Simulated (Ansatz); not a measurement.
HgS: x(O) = 0.25, 8 atoms, Pmm2

Start from HgS in the zinc blende structure (space group F-43m, No. 216; a = 5.8760 Å).

The other end (x = 1) is HgO in the zinc blende structure (space group F-43m, No. 216; a hypothetical phase, not in the database extracts checked): 17.54 Å³/atom, gap zero; this end may not be an ambient phase.

Perturbation: O replaces 25.0 % of the S, ordered in a cell of 8 atoms (starting symmetry Pmm2) and fully relaxed.

Calculations: Kohn–Sham DFT with the PBEsol functional, run in Ansatz (a quantum-chemistry and plane-wave program) with PAW and 420 eV plane waves, without spin-orbit coupling, earlier PAW set. k-mesh 8×4×6 (Γ-centred); smearing 0.05 eV (Fermi–Dirac), for the changed cell.

```json
[
 {"quantity": "volume per atom", "base": "25.36 Å³", "changed": "22.99 Å³", "shift": "-2.37 Å³"},
 {"quantity": "shortest interatomic distance", "base": "2.544 Å", "changed": "2.284 Å", "shift": "-0.260 Å"},
 {"quantity": "band gap", "base": "zero", "changed": "zero", "shift": "–"},
 {"quantity": "mixing energy (to 0.01 eV only: unlike meshes or grids) (against an end that may be hypothetical)", "base": "–", "changed": "+0.02 eV/atom", "shift": "–"},
 {"quantity": "deviation of the volume from the linear (Vegard-type) interpolation", "base": "–", "changed": "-1.8 %", "shift": "–"},
 {"quantity": "mean first-shell distances", "base": "–", "changed": "S–Hg 2.534 Å (end compound 2.544 Å), O–Hg 2.288 Å (end compound 2.250 Å)", "shift": "–"}
]
```

Final structure:

```yaml
crystal:
  lattice:
    - [4.03651, 0.00000, 0.00000]
    - [0.00000, 8.08377, 0.00000]
    - [0.00000, 0.00000, 5.63549]
  atoms:
    - { symbol: S, position: [0.50000, 0.00000, 0.75940] }
    - { symbol: S, position: [0.00000, 0.72845, 0.24717] }
    - { symbol: O, position: [0.50000, 0.50000, 0.74007] }
    - { symbol: S, position: [0.00000, 0.27155, 0.24717] }
    - { symbol: Hg, position: [0.00000, 0.00000, 0.04010] }
    - { symbol: Hg, position: [0.50000, 0.73760, 0.51809] }
    - { symbol: Hg, position: [0.00000, 0.50000, 0.92990] }
    - { symbol: Hg, position: [0.50000, 0.26240, 0.51809] }
```

Each cell is one ordered arrangement of few atoms, which overstates ordering effects compared with a random alloy. Spin-orbit coupling, missing from the scalar runs, can matter with Hg. No phonon test of stability was made. The final runs are not spin-polarised. Gaps under 0.05 eV, about the width of the smearing, are given as zero. The zero or small gap of Hg4S3O, HgS and HgO can change with the level of theory.
